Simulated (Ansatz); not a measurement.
System: rock-salt LaS. Method: BLYP (Ansatz, a quantum-chemistry and plane-wave program, PAW).

Settings: plane-wave cutoff 520 eV, 16×16×16 k mesh, Fermi–Dirac smearing 0.05 eV, scalar-relativistic PAW data made under PBE.

The volume scan:

| V (Å³/atom) | E − E_lowest (meV/atom) | P (GPa) |
|---|---|---|
| 25.281 | 23.64 | 4.98 |
| 25.819 | 10.08 | 3.13 |
| 26.357 | 2.41 | 1.47 |
| 26.895 | 0.00 | -0.01 |
| 27.433 | 2.29 | -1.33 |
| 27.971 | 8.80 | -2.52 |
| 28.509 | 19.06 | -3.58 |

Q: Fit the third-order Birch–Murnaghan equation and give B0 and B′.

A: V0 = 26.892 Å³/atom, B0 = 70.0 GPa, B′ = 4.6 (fit to the energies at full precision).

Note: the relaxation could not lower the start's symmetry, so the cell can be a saddle point above a distorted one; the volume lies 8 % above that of the published cell.

Spin–orbit coupling is not included; it can open a gap where bands touch, and shift volumes and moduli.
